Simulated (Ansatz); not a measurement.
## Effect of pressure 15 GPa on TiB2

The parent structure is TiB₂ (space group P6/mmm, No. 191; a = 3.032 Å, c = 3.224 Å).

Perturbation: a hydrostatic pressure of 15 GPa.

Level of theory: PBE (Ansatz, an electronic-structure program; PAW; 420 eV plane waves; spin-orbit coupling left out). Γ-centred 18×18×14 mesh, Fermi–Dirac width 0.05 eV.

The volume per atom decreases by 0.45 Å³, from 8.56 Å³ to 8.11 Å³ and the density rises by 0.249 g/cm³ to 4.74 g/cm³. The lattice parameter a decreases by 0.047 Å to 2.985 Å and the c/a ratio falls by 0.007 (1.063 → 1.056). The shortest interatomic distance falls by 0.0272 Å to 1.723 Å and the enthalpy H = E + PV relative to the base's energy is +0.78 eV/atom. The band gap remains zero.

Final structure:

```xyz
3
Lattice="2.9849 0.0000 0.0000 -1.4924 2.5850 0.0000 0.0000 0.0000 3.1523" Properties=species:S:1:pos:R:3 pbc="T T T"
Ti     0.0000     0.0000     0.0000
B      0.0000     1.7233     1.5761
B      1.4924     0.8617     1.5761
```

Load acts through the strain it causes; cell and atoms are relaxed under it. Whether these cells are dynamically stable was not tested. No other phases were tried under pressure. The final runs are not spin-polarised.
